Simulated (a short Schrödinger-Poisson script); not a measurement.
Solved with a short Schrödinger-Poisson script written for these runs: 1D Poisson equation in equilibrium, electrons quantum, Hartree (BenDaniel-Duke, 12 states a valley, the channel's in-plane mass for all, wave functions free to enter the dielectric), parabolic valleys, classical holes, full ionisation, no traps, pinning or gate leakage.

System: symmetric double-gate stack, SiO2 on p-type Ge(111), at 77 K.

From the gate side: 3.6 nm SiO2; 3 nm Ge, acceptors 3e15 cm⁻³; 3.6 nm SiO2.

Constants are typed, rounded textbook-type inputs, not results; the design itself was drawn at random and stands for no fabricated device. SiO2: permittivity 3.9, conduction-band edge (eV) 3.1, gap (eV) 9, electron mass (mₑ) 0.5. Ge: permittivity 16, conduction-band edge (eV) 0, gap (eV) 0.664, Nv at 300 K (cm⁻³) 6e18.

Channel valleys (confinement mass, in-plane density-of-states mass, number): L1 1.59, 0.08, 1; L3 0.09, 0.34, 3. At the gates, both at one voltage, the conduction-band edge of layer 1 lies 3.41 eV − eVg above the Fermi level of the channel. Gaps are held at their typed values at every temperature. Mesh 0.03 nm at interfaces.

### Question
Give the sheet density of all electrons at Vg = 0.75 V (cm⁻²); the lowest subband against the Fermi level at Vg = 2.55 V (meV); the sheet density of all electrons at Vg = 2.55 V (cm⁻²).

### Answer
sheet density of all electrons at Vg = 0.75 V (cm⁻²): 3.69e12; lowest subband against the Fermi level at Vg = 2.55 V (meV): -188; sheet density of all electrons at Vg = 2.55 V (cm⁻²): 2.32e13. Only the L valleys are kept; under strong confinement the Δ valleys of Ge fill too.
